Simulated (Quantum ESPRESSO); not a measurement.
Quantum ESPRESSO run on CrGa4 (I4mm, 5 atoms in the cell): relaxation of the atoms.

Level of theory: LDA (PZ), GBRV 1.5 ultrasoft (LDA) pseudopotentials (plane waves; Quantum ESPRESSO 7.5).

Input as run:

```fortran
&control
  calculation = 'relax',
  prefix = 'crga4',
  outdir = './work',
  pseudo_dir = './',
  forc_conv_thr = 7.8e-03,
/
&system
  ibrav = 0,
  nat = 5,
  ntyp = 2,
  ecutwfc = 50,
  ecutrho = 400,
  occupations = 'smearing',
  smearing = 'fermi-dirac',
  degauss = 0.0073499,
/
&electrons
  conv_thr = 1.0d-10,
  mixing_beta = 0.4,
/
&ions
/
ATOMIC_SPECIES
Cr    51.9961  cr_lda_v1.5.uspp.F.UPF
Ga    69.7230  ga_lda_v1.4.uspp.F.UPF
CELL_PARAMETERS angstrom
  -2.8130350000     2.8130350000     2.8130350000
   2.8130350000    -2.8130350000     2.8130350000
   2.8130350000     2.8130350000    -2.8130350000
ATOMIC_POSITIONS crystal
Cr    0.0266620000    0.0266620000    0.0000000000
Ga    0.0000000000    0.0000000000    0.5000000000
Ga    0.0000000000    0.5000000000    0.0000000000
Ga    0.5000000000    0.5000000000    0.5000000000
Ga    0.5000000000    0.0000000000    0.0000000000
K_POINTS automatic
4 4 4  0 0 0
```

Output, abridged:

```
     Self-consistent Calculation

     iteration #  1     ecut=    50.00 Ry     beta= 0.40

     total energy              =   -1805.31690894 Ry
     estimated scf accuracy    <      66.45939375 Ry

     iteration #  2     ecut=    50.00 Ry     beta= 0.40

     negative rho (up, down):  3.175E-04 0.000E+00

     total energy              =   -1833.43980757 Ry
     estimated scf accuracy    <      28.20082206 Ry

     iteration #  3     ecut=    50.00 Ry     beta= 0.40

     negative rho (up, down):  1.367E-04 0.000E+00

     total energy              =   -1835.12418637 Ry
     estimated scf accuracy    <       3.94586044 Ry

   [... 15 blocks of this kind left out ...]

     iteration # 19     ecut=    50.00 Ry     beta= 0.40

     negative rho (up, down):  2.867E-04 0.000E+00

     total energy              =   -1835.43693994 Ry
     estimated scf accuracy    <          1.1E-10 Ry

     iteration # 20     ecut=    50.00 Ry     beta= 0.40

     negative rho (up, down):  2.867E-04 0.000E+00
     End of self-consistent calculation

     the Fermi energy is    10.7360 ev

!    total energy              =   -1835.43693994 Ry
     estimated scf accuracy    <          1.7E-11 Ry
     smearing contrib. (-TS)   =      -0.00162796 Ry
     internal energy E=F+TS    =   -1835.43531197 Ry

     convergence has been achieved in  20 iterations

     negative rho (up, down):  2.867E-04 0.000E+00

     Forces acting on atoms (cartesian axes, Ry/au):

     atom    1 type  1   force =     0.00000000   -0.00000000   -0.08367265
     atom    2 type  2   force =    -0.01260827   -0.01260827    0.02091816
     atom    3 type  2   force =     0.01260827   -0.01260827    0.02091816
     atom    4 type  2   force =     0.01260827    0.01260827    0.02091816
     atom    5 type  2   force =    -0.01260827    0.01260827    0.02091816

   [... lines left out ...]
     Total force =     0.100116     Total SCF correction =     0.000002
     the Fermi energy is    10.7182 ev
!    total energy              =   -1835.44875702 Ry
     Total force =     0.001356     Total SCF correction =     0.000011
     bfgs converged in   7 scf cycles and   6 bfgs steps
     Final energy             =   -1835.4487570230 Ry
   [... lines left out ...]
Begin final coordinates

ATOMIC_POSITIONS (crystal)
Cr               0.0050870047        0.0050870047       -0.0000000000
Ga               0.0053607237        0.0053607237        0.4999339498
Ga               0.0053607237        0.5054267739        0.0000000000
Ga               0.5054267739        0.5054267739        0.5000660502
Ga               0.5054267739        0.0053607237        0.0000000000
End final coordinates

   JOB DONE.
```

The run converged. 

Summary of the result:
| Quantity | Value |
|---|---|
| Free energy E − TS | -24972.5525 eV |
| Fermi level (on the code's own zero) | 10.72 eV |
| Largest force (vector length) | 0.028 eV/Å |
| Relaxation steps | 6 |

The starting cell comes from a database of computed structures (which also holds hypothetical and non-ambient phases and stackings), without a prior relaxation at this level. Its lattice was rescaled by up to half a per cent. For this run, on top of that: one atom moved by 0.15 angstrom. Spin polarisation is off. The relaxation keeps the symmetry of its start, so its end need not be a minimum.

Cost on one core of a shared machine: roughly 10 min.
